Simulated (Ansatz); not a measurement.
## Response to strain in AlN

Start from AlN in the wurtzite structure (space group P6_3mc, No. 186; a = 3.130 Å, c = 5.018 Å). Axes: x lies along a and z along c of the hexagonal cell.

Strains are applied to the cell and any free atomic positions relax.

All numbers come from PBE/PAW in Ansatz (a first-principles code), scalar-relativistic without spin-orbit coupling.

Notes on the quantities. energy relative to the base: free energy F.

```json
[
 {"change": "base", "energy relative to the base": "0 meV/atom", "band gap": "4.03 eV", "width of the top valence band": "2.34 eV", "electron mass": "–", "shortest interatomic distance": "1.902 Å"},
 {"change": "uniaxial strain ε_zz = −3.00 %", "energy relative to the base": "+10 meV/atom", "band gap": "4.12 eV", "width of the top valence band": "2.56 eV", "electron mass": "0.30 mₑ (at Γ)", "shortest interatomic distance": "1.888 Å"},
 {"change": "uniaxial strain ε_zz = −2.40 %", "energy relative to the base": "+6.7 meV/atom", "band gap": "4.11 eV", "width of the top valence band": "2.51 eV", "electron mass": "0.30 mₑ (at Γ)", "shortest interatomic distance": "1.891 Å"},
 {"change": "uniaxial strain ε_zz = −1.80 %", "energy relative to the base": "+3.8 meV/atom", "band gap": "4.09 eV", "width of the top valence band": "2.47 eV", "electron mass": "0.30 mₑ (at Γ)", "shortest interatomic distance": "1.894 Å"},
 {"change": "uniaxial strain ε_zz = −1.20 %", "energy relative to the base": "+1.7 meV/atom", "band gap": "4.07 eV", "width of the top valence band": "2.42 eV", "electron mass": "0.30 mₑ (at Γ)", "shortest interatomic distance": "1.897 Å"},
 {"change": "uniaxial strain ε_zz = −0.60 %", "energy relative to the base": "+0.4 meV/atom", "band gap": "4.06 eV", "width of the top valence band": "2.38 eV", "electron mass": "0.29 mₑ (at Γ)", "shortest interatomic distance": "1.900 Å"}
]
```

Masses are band curvatures over ±0.01 Å⁻¹ around the edge. Stability against distortions was not tested.
